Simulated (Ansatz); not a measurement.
Base system: Ag in the fcc (Cu type) structure (space group Fm-3m, No. 225; a = 4.1046 Å; relaxed with 0.1 eV smearing). Axes: x, y, z lie along the cube axes.

Calculations: r2SCAN in Ansatz (plane waves to 500 eV, PAW, no spin-orbit coupling), earlier PAW set.

For the base:

| Quantity | Result |
|---|---|
| Volume per atom | 17.29 Å³ |

One thing is altered: uniaxial stress, 3 GPa tension along x, with the cell and atoms free to relax against it.

Question: How does this affect the volume per atom?

Answer: The volume per atom goes up by 0.22 Å³, from 17.29 Å³ to 17.51 Å³.

Question: Estimate the effect on the energy relative to the base.

Answer: The energy goes up by 8.3 meV/atom.

Load acts through the strain it causes; cell and atoms are relaxed under it. Beyond what the load breaks, stability against distortions was not tested.

Ansatz is a program for electronic structure.
